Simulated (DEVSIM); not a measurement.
## illuminated GaAs p-on-n cell, one wavelength

Device: illuminated GaAs p-on-n cell, one wavelength, at 300 K.

| layer (left to right) | material | thickness (μm) | Nd (cm⁻³) | Na (cm⁻³) | τn (s) | τp (s) | absorption coefficient (cm⁻¹) |
|---|---|---|---|---|---|---|---|
| 1 | GaAs | 0.0660 | - | 5.9e17 | 2.8e-10 | 2.5e-10 | 5700 |
| 2 | GaAs | 0.650 | 1.4e15 | - | 5.2e-9 | 5.2e-9 | 5700 |

Left contact: ohmic, minority electron recombination velocity 300 cm/s. Right contact: ohmic, minority hole recombination velocity 50 cm/s. Voltage is applied to the left contact. Recombination: SRH at mid-gap, radiative, Auger. Light enters at the left, 2.2e17 photons cm⁻² s⁻¹, one pass, no reflection. Mobility is μmin + (μ − μmin)/(1 + (N/Nref)^α).

Constants are typed, rounded textbook-type inputs, not results; the design itself was drawn at random and stands for no fabricated device. Values at 300 K.

```csv
parameter,GaAs
gap (eV),1.424
affinity (eV),4.07
permittivity,12.9
Nc (cm⁻³),4.7e17
Nv (cm⁻³),9e18
μn (cm²/Vs),8500
μp (cm²/Vs),400
"μn,min",500
"μp,min",20
"Nref,n",6e16
"Nref,p",1.5e17
αn,0.39
αp,0.38
B (cm³/s),2e-10
Cn (cm⁶/s),1e-30
Cp (cm⁶/s),1e-30
```

Simulated with DEVSIM: 1D drift-diffusion, Boltzmann statistics, complete ionisation; no tunnelling, impact ionisation, image-force lowering or self-heating.

```yaml
potential_step_across_the_device_at_zero_bias: 1.203 V
largest_field_in_the_device_at_zero_bias: 44000 V/cm
Dark forward voltage at 1 A/cm²: 1.039 V
Dark forward voltage at 100 A/cm²: 1.237 V
short_circuit_current: 11.8 mA/cm²
open_circuit_voltage: 0.866 V
fill_factor: 0.81
largest_power: 8.22 mW/cm²
share_of_generated_pairs_collected_at_short_circuit: 0.998
```

Dark forward current:

```
V (V)  J (A/cm²)
-----  ---------
0.05     2.9e-10
0.15      3.1e-9
0.25      2.4e-8
0.35      1.9e-7
0.45      1.5e-6
0.55      1.2e-5
0.65      9.6e-5
0.75     0.00083
0.85      0.0080
0.95        0.10
1.05         1.3
1.15          11
1.25         140
1.35        2900
```

Current under light (generator sign):

```
V (V)  J (mA/cm²)
-----  ----------
0.00         11.8
0.14         11.8
0.28         11.8
0.42         11.8
0.56         11.8
0.72         11.3
0.74         11.1
0.76         10.7
0.78         10.2
0.80         9.26
0.82         7.80
0.84         5.45
0.86         1.60
0.88        -4.77
```
